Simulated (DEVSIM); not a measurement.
Device: abrupt In0.53Ga0.47As n-p junction, at 300 K.

Layer 1 from the left is In0.53Ga0.47As, thickness (μm) 0.360, Nd (cm⁻³) 8.7e15, τn (s) 6e-10, τp (s) 6e-10. Layer 2 from the left is In0.53Ga0.47As, thickness (μm) 200, Na (cm⁻³) 9.5e14, τn (s) 6e-10, τp (s) 6e-10.

Left contact: ohmic. Right contact: ohmic. Voltage is applied to the left contact. Recombination: SRH at mid-gap. Mobility is μmin + (μ − μmin)/(1 + (N/Nref)^α).

This is a model device: material constants are rounded textbook-type values typed into the input, and sizes, dopings and lifetimes were drawn at random. Values at 300 K.

In0.53Ga0.47As: gap (eV) 0.74, affinity (eV) 4.51, permittivity 13.9, Nc (cm⁻³) 2.1e17, Nv (cm⁻³) 7.7e18, μn (cm²/Vs) 12000, μp (cm²/Vs) 300, μn,min 300, μp,min 10, Nref,n 1.3e17, Nref,p 4.9e17, αn 0.48, αp 0.4.

Model (solved in DEVSIM): 1D drift-diffusion, Boltzmann statistics, complete ionisation; no tunnelling, impact ionisation, image-force lowering or self-heating.

Problem. What does the simulation give for the potential step across the device at zero bias, the dark forward voltage at 1 A/cm²?

Solution. potential step across the device at zero bias 0.425 V; dark forward voltage at 1 A/cm² 0.700 V.
